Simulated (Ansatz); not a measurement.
Consider the following.

```
CELL_PARAMETERS angstrom
      5.25629     0.00000     0.00000
     -2.62815     4.55208     0.00000
      0.00000     0.00000     4.38486
ATOMIC_POSITIONS crystal
  Ca 0.00000 0.00000 0.00000
  Pd 0.33333 0.66667 0.00000
  Pd 0.66667 0.33333 0.00000
  Pd 0.50000 0.00000 0.50000
  Pd 0.50000 0.50000 0.50000
  Pd 0.00000 0.50000 0.50000
```

All values below come from PBEsol, DFPT electron-phonon coupling, linearised Boltzmann equation (plane waves, PAW, scalar-relativistic; Ansatz, a first-principles code). Cell: relaxed with this functional, without spin-orbit coupling.

What phonon-limited resistivity does this give at 300 K?

20 (x), 20 (y), 14.7 (z) μΩ·cm.

A metal at this level (no band gap). Only scattering by harmonic phonons is included (no impurities, grain boundaries, electron-electron scattering or thermal expansion). Spin-orbit coupling is left out. Halving the electron mesh (20x20x20) moves the resistivity by up to 14 % at 300 K. Smearing 0.20 eV; phonons on a 3x3x3 q mesh, which this run doesn't test.

Computed structure with no diffraction record at hand here (it may be known, metastable or hypothetical): CaPd5 (P6/mmm).
